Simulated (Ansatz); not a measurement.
For As (model structure, started from the fcc type, Fm-3m, No. 225, 1 atoms in the cell), LDA in Ansatz (plane waves, PAW) gives:

```
Item                       Value
------------------  ------------
lattice constant a       4.169 Å
bulk modulus B0         90.7 GPa
cohesive energy     3.49 eV/atom
```

What does r²SCAN (plane waves, PAW; Ansatz, a quantum-chemistry and plane-wave program) give for the same quantities?


- lattice constant a: 4.243 Å (grows by 1.8 %)
- bulk modulus: 80.0 GPa (falls by 12 %)
- cohesive energy: 2.11 eV/atom (shrinks by 1.38 eV/atom)

Changes are worked out from the printed values.

Unless a cell is named, each level is at its own relaxed cell (LDA 18.12, r²SCAN 19.09 Å³/atom).

Caveats: the bulk modulus is −V dP/dV from two relaxed cells at ±2 % in volume (LDA, r²SCAN). Ansatz's density-functional and Hartree–Fock values are scalar-relativistic unless marked +SOC, with PAW data made under PBE.

A model structure was made by putting elements into a prototype or built by hand; it is no filed structure, need not be a known phase, and can be a saddle point held by its symmetry.
